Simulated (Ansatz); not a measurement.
Base system: InAs in the zinc blende structure (space group F-43m, No. 216; a = 6.0869 Å). Axes: x, y, z lie along the cube axes.

The values are results of PBEsol, PAW, 420 eV (Ansatz, an electronic-structure program; no spin-orbit coupling), not measurements.

One thing is altered: every lattice vector is stretched by 2.90 %, atoms relaxed at fixed cell.

Question: Predict the stress tensor and what it implies for the stiffness.

Answer: Stress of the strained cell less that of the base (GPa, compression positive):
```
   -3.9     0.0     0.0
    0.0    -3.9     0.0
    0.0     0.0    -3.9
```

Then B = −ΔP/(ΔV/V₀) with ΔV/V₀ = 0.0895 gives secant stiffness values (nonlinear terms included at this strain): B ≈ 44 GPa.

As a check, the harmonic strain energy −½ V₀ Δσ:ε is 30 meV/atom; the computed energy rise is 33 meV/atom.

The mesh was chosen for an insulator and is coarse for the gapless case. No phonon test of stability was made. All final runs are without spin polarisation.
